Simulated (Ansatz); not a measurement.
Consider TiS₂ in the CdI2 type structure (space group P-3m1, No. 164; layered, stacked along the Cartesian z axis).

Space group P-3m1 (No. 164); a = b = 3.361 Å, c = 5.522 Å, α = β = 90.00°, γ = 120.00°

```tsv
atom	site	symmetry	x	y	z
Ti	1a	-3m.	0.0000	0.0000	0.0000
S	2d	3m.	0.3333	0.6667	0.2586
```

Computed with PBE-D3(BJ), PAW, 420 eV (Ansatz, an electronic-structure program; scalar-relativistic without spin-orbit coupling).

Base values:

Shortest interatomic distance: 2.409 Å
In-plane lattice parameter a: 3.361 Å
Band gap: zero

It is then changed as follows: a free-standing slab of 1 layer (3 atoms, 3 a layer) is cut normal to the stacking axis, with 15 Å of vacuum and the in-plane cell relaxed.

**Question.** What happens to the thickness between the outermost nuclei?

**Answer.** The thickness between the outermost nuclei comes out as 2.86 Å.

**Question.** How does this affect the excess energy per area of both faces?

**Answer.** The excess energy per area of both faces (slab less bulk energy over the cell's area: twice a surface energy) is 0.53 J/m² (uncertain by up to 0.05 J/m²).

**Question.** What happens to the shortest interatomic distance?

**Answer.** The shortest interatomic distance increases by 0.006 Å to 2.415 Å.

**Question.** What happens to the in-plane lattice parameter a?

**Answer.** The in-plane lattice parameter a increases by 0.0118 Å to 3.372 Å.

**Question.** How does this affect the band gap?

**Answer.** The band gap is still zero.

Slab and bulk use different k-meshes, which limits the precision of the excess energy. Stability against distortions was not tested. All final runs are without spin polarisation. A zero or small gap of TiS2 can be the functional's error rather than a property of the material.
